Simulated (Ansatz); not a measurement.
Ru3GaC (model structure, started from the Ni3MgC type, Pm-3m, No. 221, 5 atoms in the cell), treated with LDA (Ansatz, an electronic-structure program, PAW).

Input:

Ansatz 0.2 input:
```yaml
crystal:
  lattice:
    - [3.9260423159, 0.0, 0.0]
    - [0.0, 3.9260423159, 0.0]
    - [0.0, 0.0, 3.9260423159]
  atoms:
    - { symbol: Ga, position: [0.0, 0.0, 0.0] }
    - { symbol: Ru, position: [0.0, 0.5, 0.5] }
    - { symbol: Ru, position: [0.5, 0.0, 0.5] }
    - { symbol: Ru, position: [0.5, 0.5, 0.0] }
    - { symbol: C, position: [0.5, 0.5, 0.5] }
basis:
  ecutwfc: 520
  ecutrho_ratio: 4
  xc_grid: 2
kpoints:
  mp_grid: { grid: [14, 14, 14] }
hamiltonian:
  xc: lda
  dispersion: none
  pseudopotentials: { kind: paw }
scf:
  occupations: { method: fermi_dirac, width: 0.05 }
output:
  forces: true
  stress: true
  eigenvalues: true
relax:
  f_tol: 0.004
  escape_saddle: false
  max_steps: 80
```

Output (set-up and result lines):

```
WARN output.stress: scf.convergence.dr2_threshold = 1e-7 eV (the SCF's general default) is looser than the 5e-10 eV advised for a printed stress (1e-10 eV for …
Relaxation: its limit of steps is 80 (relax.max_steps)
Crystal: 5 atoms, lattice volume = 60.515 Å³
Basis set: ecut = 520 eV, 1647 PW (Γ), exchange–correlation on 60×60×60 points (8 copies of the dense FFT grid, shifted against one another)
Bands: 39, of which v1, the nominal top of the filled ones, is band 33 counted from 1 (32 counted from 0)
Symmetry: 48 space group operations
Space group: Pm-3m (ITA 221), of the structure as read, at distance tolerance 3.9e-5 Å
k-points: 120 of 2744
Functional: x = slater, c = lda
SCF iter   1: F=—  HF=-21224.481436 eV  |F-HF|=—  |Δ(HF+E_count)|=         —  Δρ=9.13e-3  dr2=2.44e-2
SCF iter   2: F=—  HF=-21224.478235 eV  |F-HF|=—  |Δ(HF+E_count)|=   3.20e-3  Δρ=4.56e-3  dr2=6.53e-3
  ...
SCF iter   6: F=—  HF=-21224.476831 eV  |F-HF|=—  |Δ(HF+E_count)|=   4.35e-6  Δρ=2.95e-5  dr2=6.03e-7
SCF iter   7: F=-21224.476831 eV  HF=-21224.476831 eV  |F-HF|=1.99e-9  |Δ(HF+E_count)|=   1.04e-7  Δρ=5.17e-6  dr2=9.87e-9
SCF 1 converged in 7 iterations: F = -21224.476831 eV  dr2 = 9.87e-9
relax step   1: F+E_penalty+E_count = -21224.47683073 eV  Δ(F+E_penalty+E_count) = +0.000e0 eV  max|allowed force component| = 4.957e-29 eV/Å  Δτ_max = 0.0000 Å  (7 SCF iters, accepted)
SCF converged after 7 iterations
Free energy (F): -21224.476831 eV
Internal energy: -21224.437465 eV  (E = F + TS)
E sigma→0 (E₀):  -21224.457148 eV
Fermi energy:    19.880447 eV
--- Forces (eV/Å), atoms counted from 1 ---
  atom   1  Ga    -0.00000000    -0.00000000     0.00000000
  atom   2  Ru     0.00000000    -0.00000000     0.00000000
  atom   3  Ru    -0.00000000    -0.00000000     0.00000000
  atom   4  Ru     0.00000000    -0.00000000     0.00000000
  atom   5  C      0.00000000    -0.00000000     0.00000000
--- Stress (GPa, compression-positive) ---
        6.139847       0.000000       0.000000
       -0.000000       6.139847       0.000000
        0.000000       0.000000       6.139847
  P = ⅓ Tr σ = 6.1398 GPa (61.398 kbar)
```

The cell is one volume of an energy–volume scan, off the minimum.

The PAW data were made under PBE.

Note: the run has no spin polarisation, so it can have missed a magnetic state. Note: the relaxation could raise the start's symmetry but not lower it, so the cell can be a saddle point.

A model structure was made by putting elements into a prototype or built by hand; it is no filed structure, need not be a known phase, and can be a saddle point held by its symmetry.
